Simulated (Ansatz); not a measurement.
Start from HfO2 in the fluorite structure (space group Fm-3m, No. 225; a = 5.098 Å). Axes: x, y, z lie along the cube axes.

Level of theory: PBE (Ansatz, a program for electronic structure), no spin-orbit coupling.

Modification: an isotropic linear strain of −2.50 %; the atoms relax in the strained cell.

Predict the stress tensor and what it implies for the stiffness.

Stress of the strained cell less that of the base (GPa, compression positive):
```
  21.90    0.00    0.00
   0.00   21.90    0.00
   0.00    0.00   21.90
```

Then B = −ΔP/(ΔV/V₀) with ΔV/V₀ = -0.0731 gives secant stiffness values (nonlinear terms included at this strain): B ≈ 299 GPa.

As a check, the harmonic strain energy −½ V₀ Δσ:ε is 57 meV/atom; the computed energy rise is 52 meV/atom.

Stability against distortions was not tested. This is not the structure that HfO2 has at room temperature and ambient pressure.
